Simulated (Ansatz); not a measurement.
**SiGe, alloy series**

Start from SiGe in the wurtzite structure (space group P6_3mc, No. 186; a model cell, its experimental status unchecked).

```
SiGe
1.0
    3.90365     0.00000     0.00000
   -1.95183     3.38066     0.00000
    0.00000     0.00000     6.45411
Ge Si
2 2
Direct
  0.66667   0.33333   0.99956
  0.33333   0.66667   0.49956
  0.66667   0.33333   0.62564
  0.33333   0.66667   0.12564
```

The other end (x = 1) is PbSi in the wurtzite structure (space group P6_3mc, No. 186; a hypothetical phase, not in the database extracts checked): 29.85 Å³/atom, gap zero; this end may not be an ambient phase.

Pb replaces a fraction x of Ge; each row is one arrangement (x, atoms in the cell, starting space group or random), fully relaxed.

Method: plane-wave PAW DFT at the r2SCAN level (Ansatz, a program for electronic structure, 500 eV), without spin-orbit coupling, earlier PAW set.

```csv
Pb fraction x,volume per atom (Å³/atom)
0,21.294
"0.25 (Pm, 8 atoms)",23.161
"0.5 (P3m1, 8 atoms)",25.311
"0.5 (P3m1, 4 atoms)",25.297
"0.75 (P3m1, 8 atoms)",?
1,29.854
```

Problem. Fit V(x) = (1 − x) V(0) + x V(1) − b x(1 − x) with the ends held (b = 0 is Vegard's rule) to the rows shown and predict the withheld row.

Solution. Least squares on the printed values gives b = 1.16 Å³/atom, against 27.714 Å³/atom from the straight line alone (largest residual 0.055 Å³/atom); this predicts 27.496 Å³/atom, and the run gives 27.561 Å³/atom, 0.065 higher.

These are small ordered cells, not random alloys; other orderings at the same x differ. Spin-orbit coupling, missing from the scalar runs, can matter with Pb. Stability against distortions was not tested. All final runs are without spin polarisation. Gaps under 0.05 eV, about the width of the smearing, are given as zero. A zero or small gap of PbSi4Ge3, PbSi, PbSi2Ge and Pb3Si4Ge can be the functional's error rather than a property of the material.
